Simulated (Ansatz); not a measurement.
# WC with two functionals, pressure −1 GPa

The reference is WC (space group P-6m2, No. 187; a = 2.922 Å, c = 2.847 Å).

(Cell as relaxed with PBE.)

Levels (all Ansatz, an electronic-structure program, PAW, earlier PAW set): PBE (420 eV, spin-orbit coupling left out); r2SCAN (500 eV, scalar-relativistic without spin-orbit coupling).

Each level relaxes its own structure.

| base | PBE | r2SCAN |
|---|---|---|
| volume per atom | 10.53 Å³ | 10.42 Å³ |
| lattice parameter a | 2.922 Å | 2.913 Å |
| band gap | zero | zero |

Perturbation: hydrostatic tension (pressure −1 GPa).

```
quantity                           PBE  r2SCAN
-----------------------------  -------  ------
shortest interatomic distance  2.209 Å       ?
c/a ratio                        0.974       ?
```

Problem. Predict the r2SCAN column.

Solution. 
- shortest interatomic distance, r2SCAN: 2.202 Å
- c/a ratio, r2SCAN: 0.974

PBE's shortest interatomic distance lies 0.0076 Å above r2SCAN's (0.3 %); the two agree on the c/a ratio. Neither level is exact; r2SCAN is the comparison here, not a measurement.

Load acts through the strain it causes; cell and atoms are relaxed under it. No phonon test of stability was made. All final runs are without spin polarisation.
